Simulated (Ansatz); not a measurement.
## Phonon-limited transport in CoAl under load (space group Pm-3m)

Here is the system:

```
AlCo
1.0
    2.71180     0.00000     0.00000
    0.00000     2.71180     0.00000
    0.00000     0.00000     2.71180
Al Co
1 1
Direct
  0.00000   0.00000   0.00000
  0.50000   0.50000   0.50000
```

The numbers are results of PBEsol, DFPT electron-phonon coupling, linearised Boltzmann equation (plane waves, PAW, scalar-relativistic; Ansatz, a quantum-chemistry and plane-wave program), not measurements. Condition of this run: hydrostatic pressure 30 GPa (the target of the relaxation). Cell: relaxed with this functional, without spin-orbit coupling, then loaded as said.

* **resistivity at 50 K**: 0.0181 μΩ·cm
* **electron-phonon coupling λ**: 0.054
* **transport coupling λ_tr**: 0.051
* **logarithmic mean phonon energy**: 31 meV
* **density of states at the Fermi level**: 0.26 states/(eV·spin·cell)
* **Hall coefficient at 50 K**: 42 ×10⁻¹¹ m³/C
* **Tc for μ* = 0.10 (anisotropic Eliashberg)**: below 1 K
* **Tc for μ* = 0.13 (anisotropic Eliashberg)**: below 1 K

A metal at this level (no band gap). Only scattering by harmonic phonons is included (no impurities, grain boundaries, electron-electron scattering or thermal expansion). Spin-orbit coupling is left out. Halving the electron mesh (32x32x32) moves the resistivity by up to 11 % at 50 K, the coupling by up to 3 %. Smearing 0.20 eV; phonons on a 5x5x5 q mesh, which this run doesn't test. Tc comes from the anisotropic Migdal-Eliashberg equations with μ*, a chosen number, referred to 37 meV.

Treated as nonmagnetic (a ferromagnetic start lost its moment, other orders weren't tried): CoAl under load (space group Pm-3m).
